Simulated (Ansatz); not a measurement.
# How the lattice parameter a of SiC (model structure, started from the cinnabar type, P6₂22, No. 180, 6 atoms in the cell) moves with the method

No measured value is used here.

Task: Put these levels in order of the lattice parameter a that they give for SiC (model structure, started from the cinnabar type, P6₂22, No. 180, 6 atoms in the cell), smallest first: PBE (Ansatz, a program for electronic structure), PBE-D3(BJ) (Ansatz), PBEsol (Ansatz).

Result: PBE-D3(BJ) (3.057 Å), PBEsol (3.066 Å), PBE (3.085 Å)

Ansatz's density-functional and Hartree–Fock values are scalar-relativistic unless marked +SOC, with PAW data made under PBE.

A model structure was made by putting elements into a prototype or built by hand; it is no filed structure, need not be a known phase, and can be a saddle point held by its symmetry.
